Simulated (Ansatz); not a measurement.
## A computed series for hypothetical diamond Te: response to strain

Take Te in the diamond structure (space group Fd-3m, No. 227; a = 7.186 Å; a hypothetical phase, not in the database extracts checked; relaxed with 0.1 eV smearing) as the base. Axes: x, y, z lie along the cube axes.

Strains are applied to the cell and any free atomic positions relax; under biaxial strain the out-of-plane vector relaxes too; under stress the whole cell relaxes.

Calculations: PBE, PAW, 420 eV (Ansatz, a program for electronic structure; scalar-relativistic without spin-orbit coupling).

Notes on the quantities. energy relative to the base: free energy F.

| variant | space group | energy relative to the base | volume per atom |
|---|---|---|---|
| base | Fd-3m (No. 227) | 0 meV/atom | 46.39 Å³ |
| biaxial strain +0.85 %, plane normal [001], relaxed out of plane | I4_1/amd (No. 141) | -0.9 meV/atom | 45.90 Å³ |
| biaxial strain −0.76 %, plane normal [110], relaxed out of plane | Imma (No. 74) | -141 meV/atom | 51.59 Å³ |
| uniaxial stress, 3 GPa compression along z | I4_1/amd (No. 141) | -0.208 eV/atom | 33.40 Å³ |
| uniaxial stress, 0.5 GPa tension along x | I4_1/amd (No. 141) | -171 meV/atom | 35.56 Å³ |
| uniaxial stress, 5 GPa compression along x | I4_1/amd (No. 141) | -175 meV/atom | 31.86 Å³ |
| tensor shear ε_xy = +0.60 % | Imma (No. 74) | -121 meV/atom | 46.39 Å³ |

Stability under load was not tested beyond the relaxation. Under biaxial strain +0.85 %, plane normal [001], relaxed out of plane, biaxial strain −0.76 %, plane normal [110], relaxed out of plane and tensor shear ε_xy = +0.60 % the cell ends below the base's energy or with stress of the wrong sign: the atoms slid into a distortion or the cell is elastically unstable, so the base is not a stable minimum at this level. Under uniaxial stress, 3 GPa compression along z, uniaxial stress, 0.5 GPa tension along x and uniaxial stress, 5 GPa compression along x the cell changed shape so far that it is another structure.
